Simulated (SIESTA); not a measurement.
SIESTA run on SnSeS (P3m1, 3 atoms in the cell): relaxation of cell and atoms.

Level of theory: LDA PW92, numerical atomic orbitals DZP, PseudoDojo LDA standard norm-conserving potentials (rewritten from UPF to PSML) in SIESTA.

```
SnSeS
1.0
    3.82713     0.00000     0.00000
   -1.91357     3.31439     0.00000
    0.00000     0.00000     6.47731
Sn Se S
1 1 1
Direct
  0.33333   0.66667   0.00765
  0.00000   0.00000   0.75771
  0.66667   0.33333   0.23464
```

Reference input (self-consistent single point, DFT, LDA PW92, numerical atomic orbitals DZP, PseudoDojo LDA standard norm-conserving potentials (rewritten from UPF to PSML)): XC.functional = LDA; XC.authors = PW92; potentials = PseudoDojo LDA standard; PAO.BasisSize = DZP; PAO.EnergyShift = 0.01 Ry; MeshCutoff = 400 Ry; kgrid.MonkhorstPack = 8 8 4; OccupationFunction = FD; ElectronicTemperature = 10 K; MaxSCFIterations = 150; SCF.Mixer.Method = Broyden; SCF.Mixer.Weight = 0.1. This run's input differs from it in these lines:

```diff
@@ -43,2 +43,7 @@
 Diag.ParallelOverK           true
+MD.TypeOfRun                 CG
+MD.Steps                     40
+MD.MaxForceTol               0.02 eV/Ang
+MD.VariableCell              true
+MD.MaxStressTol              0.05 GPa
 WriteForces                  true
```

Output, abridged:

```
        iscf     Eharris(eV)        E_KS(eV)     FreeEng(eV)     dDmax    Ef(eV) dHmax(eV)
   scf:    1    -5733.411699    -5733.632417    -5733.632417  1.172506 -4.084834  6.973528
   scf:    2    -5734.702971    -5734.205072    -5734.205072  0.062158 -4.232406  5.217126
   scf:    3    -5734.846042    -5734.714020    -5734.714020  0.155732 -4.659827  1.105997
   scf:    4    -5734.774425    -5734.747321    -5734.747321  0.036296 -4.974381  0.509271
   scf:    5    -5734.755838    -5734.752633    -5734.752633  0.029307 -5.215153  0.146252
   [... 7 lines left out ...]
   scf:   13    -5734.753514    -5734.753514    -5734.753514  0.000019 -4.725236  0.001193
   scf:   14    -5734.753514    -5734.753514    -5734.753514  0.000016 -4.725304  0.001141
   scf:   15    -5734.753514    -5734.753514    -5734.753514  0.000011 -4.725382  0.001064
   scf:   16    -5734.753514    -5734.753514    -5734.753514  0.000009 -4.725450  0.000984
SCF Convergence by DM+H criterion
max |DM_out - DM_in|         :     0.0000090498
max |H_out - H_in|      (eV) :     0.0009843369
SCF cycle converged after 16 iterations

Using DM_out to compute the final energy and forces

siesta: E_KS(eV) =            -5734.7535

siesta: E_KS - E_eggbox =     -5734.7535

siesta: Atomic forces (eV/Ang):
     1    0.000015   -0.000008    0.266750
     2   -0.000005    0.000003   -0.130868
     3   -0.000010    0.000005   -0.134512
   Tot   -0.000000    0.000000    0.001369
   Max    0.266750
   Res    0.108717    sqrt( Sum f_i^2 / 3N )
   Max    0.266750    constrained

Stress tensor Voigt[x,y,z,yz,xz,xy] (kbar):       42.87       42.87       38.81       -0.00        0.00        0.00
(Free)E + p*V (eV/cell)    -5736.8827
Target enthalpy (eV/cell)    -5734.7535

   [... lines left out ...]
siesta: Pressure (static):        -41.52007145  kBar
siesta: Pressure (total):        -41.52007145  kBar
No target stress found, assuming hydrostatic MD.TargetPressure.
Target stress (kBar)
outcell: Cell volume (Ang**3)        :     68.2353
        iscf     Eharris(eV)        E_KS(eV)     FreeEng(eV)     dDmax    Ef(eV) dHmax(eV)
siesta: Pressure (static):         -0.16456547  kBar
siesta: Pressure (total):         -0.16456547  kBar
outcell: Cell volume (Ang**3)        :     68.2353
siesta: FreeEng =     -5734.982614
   [... lines left out ...]
siesta:     0.000048    0.000000   -0.000000
siesta:     0.000000    0.000048    0.000000
siesta:    -0.000000    0.000000    0.000212

siesta: Cell volume =         68.235315 Ang**3

siesta: Pressure (static):
siesta:                Solid            Molecule  Units
siesta:          -0.00000112         -0.00000059  Ry/Bohr**3
siesta:          -0.00010271         -0.00005383  eV/Ang**3
siesta:          -0.16456547         -0.08625299  kBar
```

The run converged. 

Summary of the result:
- Free energy E − TS: -5734.9826 eV
- Top of the valence band (on the code's own zero): -4.41 eV
- Gap on the k-point mesh: 0.31 eV
- Pressure: -0.02 GPa
- Largest force (vector length): 0.003 eV/Å
- Final cell: a = 3.7684 Å, b = 3.7684 Å, c = 5.5484 Å, α = 90.00°, β = 90.00°, γ = 120.00°
- Final volume per atom: 22.75 Å³
- Relaxation steps: 25

The starting cell comes from a database of computed structures (which also holds hypothetical and non-ambient phases and stackings), without a prior relaxation at this level. Its lattice was rescaled by a random factor within 2.5 % of one. Values carry the incompleteness of an atom-centred basis.

Cost on one core of a shared machine: roughly 6 min.
